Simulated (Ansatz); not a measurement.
# Cost against accuracy: basis.ecutwfc for CuAs (P6_3/mmc, 4 atoms in the cell)

```
CELL_PARAMETERS angstrom
      3.82971     0.00000     0.00000
     -1.91485     3.31663     0.00000
      0.00000     0.00000     4.96003
ATOMIC_POSITIONS crystal
  Cu 0.00000 0.00000 0.50000
  Cu 0.00000 0.00000 0.00000
  As 0.66667 0.33333 0.75000
  As 0.33333 0.66667 0.25000
```

Computed with LDA (PW92), default PAW files made with PBE (plane waves; Ansatz, a first-principles code).

Base settings: basis.ecutwfc = 420 eV; kpoints.mp_grid.grid = 13 13 9; hamiltonian.xc = lda; hamiltonian.pseudopotentials = {kind: paw} (the program's default PAW files); scf.occupations.method = cold; scf.occupations.width = 0.2 eV.

Misses are taken against the tightest run, 840 eV, which need not be fully converged itself. The energy is the free energy per atom.

The count of work is k-points × plane waves × bands × iterations; it is no time, and leaves out set-up, grids and terms that scale otherwise. 

Ansatz's pressure holds its estimate of the finite-basis (Pulay) stress, which hides part of the cutoff error; the uncorrected pressure shows it.

The starting cell comes from a database of computed structures (which also holds hypothetical and non-ambient phases and stackings), without a prior relaxation at this level. Spin polarisation is off. In the base run, with a pressure of about -5 GPa the cell is away from its equilibrium volume at this level. Ansatz's pressure includes its estimate of the finite-basis (Pulay) stress. The run gives no clean gap (levels at the Fermi energy touch, overlap or are partly filled at this smearing), which alone does not show that the compound is a metal.

The runs (basis.ecutwfc): 170 eV | 210 eV | 250 eV | 295 eV | 335 eV | 380 eV | 420 eV | 485 eV | 545 eV | 630 eV | 735 eV | 840 eV.

### Question
Which is the coarsest setting among those run that, with all tighter ones, holds the energy within 10 meV/atom of the reference, and what does it save?

### Answer
380 eV, off by 3.7 meV/atom; it needs 0.29 of the reference's count of work.

### Question
Which is the coarsest setting among those run that, with all tighter ones, holds the energy within 1 meV/atom of the reference, and what does it save?

### Answer
485 eV, off by 0.71 meV/atom; it needs 0.44 of the reference's count of work.

### Question
What does the step from 335 eV to 630 eV buy?

### Answer
It takes the miss in the energy from 31 to 0.14 meV/atom, for 2.5 times the count of work.

```
basis.ecutwfc  energy less reference (meV/atom)  pressure less reference (GPa)  uncorrected pressure less reference (GPa)  count of work / reference
-------------  --------------------------------  -----------------------------  -----------------------------------------  -------------------------
170 eV                                 27995.79                          21.76                                   -1094.63                       0.11
210 eV                                  7010.18                          -2.94                                    -354.04                       0.17
250 eV                                  1613.89                          -1.93                                    -107.15                       0.18
295 eV                                   242.36                           0.95                                     -21.89                       0.24
335 eV                                    31.20                           0.22                                      -3.56                       0.25
380 eV                                     3.68                           0.06                                      -0.25                       0.29
420 eV                                     1.76                           0.01                                      -0.04                       0.35
485 eV                                     0.71                           0.01                                      -0.03                       0.44
545 eV                                     0.35                           0.00                                      -0.01                       0.52
630 eV                                     0.14                           0.00                                      -0.01                       0.64
735 eV                                     0.02                           0.00                                       0.00                       0.82
840 eV                                     0.00                           0.00                                       0.00                        1.0
```

Keys are those of Ansatz 0.2.
